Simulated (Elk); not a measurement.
**A self-consistent single point of V (Im-3m, 1 atom in the cell) with Elk**

Level of theory: PBE, all-electron FP-LAPW, Elk's shipped species files, APW+lo basis with extra local orbitals (Elk).

This input was run:

```
tasks
  0

xctype
  20

rgkmax
  7.5

gmaxvr
  16.0

nxlo
  2

lorbcnd
  .true.

rmtscf
  0.94

lmaxi
  2

swidth
  0.00367493

maxscl
  100

avec
   -2.7756902031    2.7756902031    2.7756902031
    2.7756902031   -2.7756902031    2.7756902031
    2.7756902031    2.7756902031   -2.7756902031

sppath
  './'

atoms
  1
  'V.in'
  1
  0.0000000000  0.0000000000  0.0000000000    0.0 0.0 0.0

ngridk
  11 11 11
```

Output (repeated stretches shortened):

```
│ Elk code version 10.2.4 │

All units are atomic (Hartree, Bohr, etc.)

│ Ground-state run starting from atomic densities │

Lattice vectors :
  -2.775690203       2.775690203       2.775690203
   2.775690203      -2.775690203       2.775690203
   2.775690203       2.775690203      -2.775690203

Unit cell volume      :    85.54073331
Brillouin zone volume :    2.899790589

Muffin-tin inner radius fraction :   0.1000000000E-01

Nuclei treated as point charges

Species :    1 (V)
 parameters loaded from : V.in
 name : vanadium
 nuclear charge    :   -23.00000000
 electronic charge :    23.00000000
 atomic mass :    92860.67375
 muffin-tin radius :    2.256000000
 number of radial points in muffin-tin :    497
 atomic positions (lattice), magnetic fields (Cartesian) :
   1 :   0.00000000  0.00000000  0.00000000    0.00000000  0.00000000  0.00000000

Total number of atoms per unit cell :    1

Spin treatment :
 spin-unpolarised

Number of Bravais lattice symmetries :   48
Number of crystal symmetries         :   48
Crystal has inversion symmetry
Real symmetric eigensolver will be used

k-point grid :     11    11    11
k-point offset :    0.000000000       0.000000000       0.000000000
k-point set is reduced with full crystal symmetry group
Total number of k-points :       56

Muffin-tin radius times maximum |G+k| :    7.500000000
 using average radius
Maximum |G+k| for APW functions       :    3.324468085
Maximum (1/2)|G+k|²                   :    5.526044024
Maximum |G| for potential and density :    16.00000000
 potential will be trimmed for |G| > 2 gkmax
Constant for pseudocharge density :    9
Radial integration step length :    4

G-vector grid sizes :     25    25    25
Number of G-vectors :     5895

Maximum angular momentum used for
 APW functions                      :    8
 outer part of muffin-tin           :    6
 inner part of muffin-tin           :    2

Total nuclear charge    :   -23.00000000
Total core charge       :    10.00000000
Total valence charge    :    13.00000000
Total excess charge     :    0.000000000
Total electronic charge :    23.00000000

Effective Wigner radius, rₛ :   0.9611374685

Number of empty states         :    4
Total number of valence states :   11
Total number of core states    :   10

Conduction state local-orbitals added automatically
Total number of local-orbitals :   78

Exchange-correlation functional :     20     0     0
 Perdew-Burke-Ernzerhof, Phys. Rev. Lett. 77, 3865 (1996)
 gradient requirement :    1
 generalised gradient approximation (GGA)

Smearing type :    3
 Fermi-Dirac
Smearing width :   0.3674930000E-02
Effective electronic temperature (K) :    1160.451112

Mixing type :    3
 Broyden mixing, J. Phys. A: Math. Gen. 17, L317 (1984)

Kohn-Sham potential initialised from atomic data

│ Self-consistent loop started │
│ Loop number : 1 │
 total energy                :     -947.991796223
│ Loop number : 2 │
 total energy                :     -948.070383430
RMS change in Kohn-Sham potential (target) :   0.2884952161     (  0.1000000000E-05)
Absolute change in total energy (target)   :   0.7858720705E-01 (  0.1000000000E-03)
│ Loop number : 3 │
 total energy                :     -948.114595284
RMS change in Kohn-Sham potential (target) :   0.2812863670     (  0.1000000000E-05)
Absolute change in total energy (target)   :   0.6385865558E-01 (  0.1000000000E-03)
│ Loop number : 4 │
 total energy                :     -948.662734909
RMS change in Kohn-Sham potential (target) :   0.1553865647     (  0.1000000000E-05)
Absolute change in total energy (target)   :   0.5641042888     (  0.1000000000E-03)
│ Loop number : 5 │
 total energy                :     -949.132924662
RMS change in Kohn-Sham potential (target) :   0.5592718729E-01 (  0.1000000000E-05)
Absolute change in total energy (target)   :   0.6112158253     (  0.1000000000E-03)
│ Loop number : 6 │
 total energy                :     -949.305537886
RMS change in Kohn-Sham potential (target) :   0.1591548699E-01 (  0.1000000000E-05)
Absolute change in total energy (target)   :   0.3254171800     (  0.1000000000E-03)
│ Loop number : 7 │
 total energy                :     -949.371692170
RMS change in Kohn-Sham potential (target) :   0.9240526333E-03 (  0.1000000000E-05)
Absolute change in total energy (target)   :   0.1475085787     (  0.1000000000E-03)
│ Loop number : 8 │
 total energy                :     -949.367621368
RMS change in Kohn-Sham potential (target) :   0.5279460291E-03 (  0.1000000000E-05)
Absolute change in total energy (target)   :   0.3280634262E-01 (  0.1000000000E-03)
│ Loop number : 9 │
 total energy                :     -949.370807008
RMS change in Kohn-Sham potential (target) :   0.8098133456E-04 (  0.1000000000E-05)
Absolute change in total energy (target)   :   0.1138722625E-01 (  0.1000000000E-03)
│ Loop number : 10 │
 total energy                :     -949.370887217
RMS change in Kohn-Sham potential (target) :   0.1731820399E-04 (  0.1000000000E-05)
Absolute change in total energy (target)   :   0.2927015892E-02 (  0.1000000000E-03)
│ Loop number : 11 │
 total energy                :     -949.370773518
RMS change in Kohn-Sham potential (target) :   0.1052385197E-04 (  0.1000000000E-05)
Absolute change in total energy (target)   :   0.6180544337E-03 (  0.1000000000E-03)
│ Loop number : 12 │
 total energy                :     -949.370589722
RMS change in Kohn-Sham potential (target) :   0.4276404924E-06 (  0.1000000000E-05)
Absolute change in total energy (target)   :   0.2928267634E-04 (  0.1000000000E-03)
Convergence targets achieved

│ Loop number : 13 │

Energies :
 Fermi                       :     0.393782834984
 sum of eigenvalues          :     -551.178899303
 electron kinetic            :      959.291422937
 core electron kinetic       :      875.821015327
 Coulomb                     :     -1863.15247371
 Coulomb potential           :     -1451.51350126
 nuclear-nuclear             :     -137.608881785
 electron-nuclear            :     -1999.57368259
 Hartree                     :      274.030090665
 Madelung                    :     -1137.39572308
 xc potential                :     -58.9568209807
 exchange                    :     -44.4870176052
 correlation                 :     -1.02047968256
 electron entropic           :    -0.203103606522E-02
 total energy                :     -949.370579096

Density of states at Fermi energy :    46.43741191
 (states/Hartree/unit cell)

Estimated indirect band gap :   0.2976309148E-02
 from k-point     29 to k-point     28
Estimated direct band gap   :   0.8817374445E-02
 at k-point     28

Charges :
 core                        :    10.00000000
 valence                     :    13.00000000
 interstitial                :    1.543193873
 muffin-tins (core leakage)
  species :    1 (V)
   atom    1                 :    21.45680613     (  0.5308606887E-09)
 total in muffin-tins        :    21.45680613
 total calculated charge     :    23.00468833
 total charge                :    23.00000000
 error                       :   0.4688331394E-02

│ Self-consistent loop stopped │
```

The run converged in 13 iterations. The count includes the last loop, which Elk runs after its targets are met.

The starting cell comes from a database of computed structures (which also holds hypothetical and non-ambient phases and stackings), without a prior relaxation at this level. Its lattice was rescaled by a random factor within 2.5 % of one. Spin polarisation is off. Values depend on the basis (sphere radii, cutoffs, local orbitals), which need not be converged. The log's line on a gap gives a spacing of levels on this mesh, which the program prints for metals too.
